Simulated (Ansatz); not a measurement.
# InAgTe2: response to strain

Take InAgTe2 in the chalcopyrite structure (space group I-42d, No. 122; a = 6.4319 Å, c = 12.7658 Å) as the base. Axes: x, y, z lie along a, b, c of the conventional cell.

Strains are applied to the cell and any free atomic positions relax; under biaxial strain the out-of-plane vector relaxes too.

Calculations: Ansatz (a quantum-chemistry and plane-wave program) PBEsol, no spin-orbit coupling.

Notes on the quantities. energy relative to the base: free energy F; pressure: mean of the normal stresses, compression positive.

| case | energy relative to the base | pressure | band gap | shortest interatomic distance |
|---|---|---|---|---|
| base | 0 meV/atom | 0.0 GPa | 0.08 eV | 2.746 Å |
| biaxial strain −3.00 %, plane normal [001], relaxed out of plane | +8.0 meV/atom | 0.9 GPa | zero | 2.724 Å |
| biaxial strain −1.50 %, plane normal [001], relaxed out of plane | +1.9 meV/atom | 0.42 GPa | 0.10 eV | 2.735 Å |
| biaxial strain −0.75 %, plane normal [001], relaxed out of plane | +0.5 meV/atom | 0.21 GPa | 0.11 eV | 2.740 Å |

With Te present, leaving out spin-orbit coupling can change the band edges. Whether these cells are dynamically stable was not tested. All final runs are without spin polarisation. Gaps under 0.05 eV, about the width of the smearing, are given as zero. The zero or small gap of InAgTe2 can change with the level of theory.
